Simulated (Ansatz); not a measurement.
# Effect of pressure 7.5 GPa on In3SbTe2

Consider In$_{3}$SbTe$_{2}$ (space group Immm, No. 71; a = 4.4059 Å, b = 6.2098 Å, c = 13.2461 Å; a cell from a computed database, its experimental status unchecked).

It is then changed as follows: cell and atoms relaxed at a pressure of 7.5 GPa.

Computed with Ansatz (a first-principles code), PBE, PAW, cutoff 420 eV, no SOC. k-mesh 13×13×13 (Γ-centred); smearing 0.05 eV (Fermi–Dirac).

The density increases by 0.89 g/cm³ (6.61 g/cm³ → 7.50 g/cm³) and the shortest interatomic distance falls by 12.1 pm, from 305.0 pm to 292.9 pm. The enthalpy H = E + PV relative to the base's energy comes out as +1.32 eV/atom and the band gap stays zero.

Cost of the whole job for the changed cell (relaxation, final SCF and bands): around 9 core-minutes (rough).

Load acts through the strain it causes; cell and atoms are relaxed under it. Whether these cells are dynamically stable was not tested. No other phases were tried under pressure. The final runs are not spin-polarised.
